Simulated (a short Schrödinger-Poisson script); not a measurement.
MOS inversion layer, SiO2 on p-type Si(110)

System: MOS inversion layer, SiO2 on p-type Si(110), at 300 K.

| layer | material | thickness (nm) | Na (cm⁻³) |
|---|---|---|---|
| 1 | SiO2 | 1.1 | - |
| 2 | Si | 340 | 1.6e18 |

The device is made up for the run: typed textbook-type constants, with dimensions and the other settings drawn at random. SiO2: permittivity 3.9, conduction-band edge (eV) 3.15, gap (eV) 9, electron mass (mₑ) 0.5. Si: permittivity 11.7, conduction-band edge (eV) 0, gap (eV) 1.124, Nv at 300 K (cm⁻³) 3.1e19.

Channel valleys (confinement mass, in-plane density-of-states mass, number): Δ4 0.315, 0.324, 4; Δ2 0.19, 0.417, 2. At the gate the conduction-band edge of layer 1 lies 3.33 eV − eVg above the Fermi level of the channel; the field vanishes at the back. Gaps are held at their typed values at every temperature. Mesh 0.03 nm at interfaces.

From a short Schrödinger-Poisson script (our own, NumPy): 1D Poisson equation in equilibrium, electrons quantum, Hartree (BenDaniel-Duke, 12 states a valley, the channel's in-plane mass for all, wave functions free to enter the dielectric), parabolic valleys, classical holes, full ionisation, no traps, pinning or gate leakage.

| Vg (V) | electrons (cm⁻²) | C (μF/cm²) | Δ4 E0 (meV) | Δ4 E1 (meV) | Δ2 E0 (meV) | Δ2 E1 (meV) |
|---|---|---|---|---|---|---|
| 0.2 | 1.84e7 | 0.355 | 356.4 | 483.8 | 379.2 | 528.2 |
| 0.25 | 9.11e7 | 0.347 | 314.9 | 445.0 | 338.1 | 490.3 |
| 0.3 | 4.56e8 | 0.341 | 273.2 | 405.9 | 296.8 | 452.1 |
| 0.35 | 2.29e9 | 0.342 | 231.4 | 366.5 | 255.3 | 413.6 |
| 0.4 | 1.14e10 | 0.375 | 189.8 | 327.4 | 214.1 | 375.3 |
| 0.45 | 5.31e10 | 0.533 | 149.9 | 289.8 | 174.5 | 338.5 |
| 0.5 | 1.98e11 | 0.931 | 115.8 | 258.1 | 140.7 | 307.4 |
| 0.55 | 5.08e11 | 1.38 | 91.1 | 235.8 | 116.4 | 285.6 |
| 0.6 | 9.60e11 | 1.69 | 74.2 | 221.4 | 100.1 | 271.7 |
| 0.65 | 1.50e12 | 1.88 | 62.2 | 211.9 | 88.6 | 262.5 |
| 0.7 | 2.09e12 | 2.00 | 53.1 | 205.3 | 79.9 | 256.1 |
| 0.75 | 2.72e12 | 2.08 | 45.8 | 200.4 | 73.1 | 251.4 |
| 0.8 | 3.38e12 | 2.14 | 39.7 | 196.7 | 67.5 | 247.9 |
| 0.85 | 4.05e12 | 2.19 | 34.4 | 193.8 | 62.7 | 245.2 |
| 0.9 | 4.74e12 | 2.23 | 29.8 | 191.5 | 58.5 | 243.0 |
| 0.95 | 5.44e12 | 2.27 | 25.7 | 189.7 | 54.8 | 241.3 |
| 1 | 6.15e12 | 2.29 | 21.9 | 188.2 | 51.5 | 240.0 |
| 1.05 | 6.87e12 | 2.32 | 18.5 | 187.0 | 48.5 | 238.9 |
| 1.1 | 7.60e12 | 2.34 | 15.3 | 186.1 | 45.7 | 238.0 |
| 1.15 | 8.34e12 | 2.36 | 12.3 | 185.3 | 43.1 | 237.3 |
| 1.2 | 9.08e12 | 2.38 | 9.5 | 184.6 | 40.7 | 236.7 |

Subbands count from the Fermi level.
